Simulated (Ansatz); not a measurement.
The reference is Tb in the hcp (Mg type) structure (space group P6_3/mmc, No. 194; a = 3.4707 Å, c = 5.5709 Å; ferromagnetic).

Method: PBEsol (Ansatz, an electronic-structure program), no spin-orbit coupling, earlier PAW set.

Base values:

- Lattice parameter a: 6.559 bohr

Now apply this change: Ca takes the place of Tb on all its sites, then cell and atoms are relaxed.

### Question
Predict the new lattice parameter a.

### Answer
The lattice parameter a increases by 0.715 bohr, from 6.559 bohr to 7.274 bohr.

The magnetic state is the one reached from the starting moments; the real material's order can differ, and small cells can't hold many antiferromagnetic ones. The 4f electrons are in the valence with no U and their state was not checked, so volumes and moments can be off. No phonon test of stability was made. This is not the structure that Ca has at room temperature and ambient pressure.
